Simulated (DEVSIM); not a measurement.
Structure: Al0.35Ga0.65As/GaAs p-n heterojunction, at 300 K.

Layer 1 from the left is Al0.35Ga0.65As, thickness (μm) 0.340, Na (cm⁻³) 1.5e17, τn (s) 4.6e-9, τp (s) 4.6e-9. Layer 2 from the left is GaAs, thickness (μm) 0.380, Nd (cm⁻³) 4.7e16, τn (s) 4.6e-9, τp (s) 4.6e-9.

Left contact: ohmic. Right contact: ohmic. Voltage is applied to the left contact. Recombination: SRH at mid-gap, Auger. Mobility is μmin + (μ − μmin)/(1 + (N/Nref)^α).

The device is made up for the run: typed textbook-type constants, with dimensions and the other settings drawn at random. Values at 300 K.

Al0.35Ga0.65As: gap (eV) 1.8604, affinity (eV) 3.7935, permittivity 11.91, Nc (cm⁻³) 7.44e17, Nv (cm⁻³) 9e18, μn (cm²/Vs) 3495, μp (cm²/Vs) 176, μn,min 500, μp,min 20, Nref,n 6e16, Nref,p 1.5e17, αn 0.39, αp 0.38, Cn (cm⁶/s) 1e-30, Cp (cm⁶/s) 1e-30. GaAs: gap (eV) 1.424, affinity (eV) 4.07, permittivity 12.9, Nc (cm⁻³) 4.7e17, Nv (cm⁻³) 9e18, μn (cm²/Vs) 8500, μp (cm²/Vs) 400, μn,min 500, μp,min 20, Nref,n 6e16, Nref,p 1.5e17, αn 0.39, αp 0.38, Cn (cm⁶/s) 1e-30, Cp (cm⁶/s) 1e-30.

Model (solved in DEVSIM): 1D drift-diffusion, Boltzmann statistics, complete ionisation; no tunnelling, impact ionisation, image-force lowering or self-heating. Band offsets follow the typed affinities; no thermionic-emission limit at abrupt steps, no polarisation charge.

### Question
What does the simulation give for the dark forward voltage at 1 A/cm², the potential step across the device at zero bias, the largest field in the device at zero bias?

### Answer
dark forward voltage at 1 A/cm² 1.036 V; potential step across the device at zero bias 1.419 V; largest field in the device at zero bias 130000 V/cm.
